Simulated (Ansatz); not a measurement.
Fluorite NiSi2, treated with PBE (Ansatz, a program for electronic structure, plane waves, PAW).

Numerical settings: plane-wave cutoff 520 eV, 14×14×14 k mesh, Fermi–Dirac smearing 0.1 eV, perturbation theory, no spin polarisation, scalar-relativistic PAW data made under PBE.

The cell has the measured lattice parameters. Conventional cell: a = 5.4060 Å, b = 5.4060 Å, c = 5.4060 Å, α = 90.00°, β = 90.00°, γ = 90.00°.

Harmonic phonon frequencies (cm⁻¹; i marks an imaginary mode):

```
q point                          frequencies
-------  -----------------------------------
Γ              0 0 0 310 310 310 329 329 329
X        135 135 251 251 252 259 379 379 409
L        100 100 261 297 297 346 347 347 386
```

No imaginary mode appears at these points.

Note: the cell isn't this level's own, so it is under some stress, which shifts stiffness and frequencies.
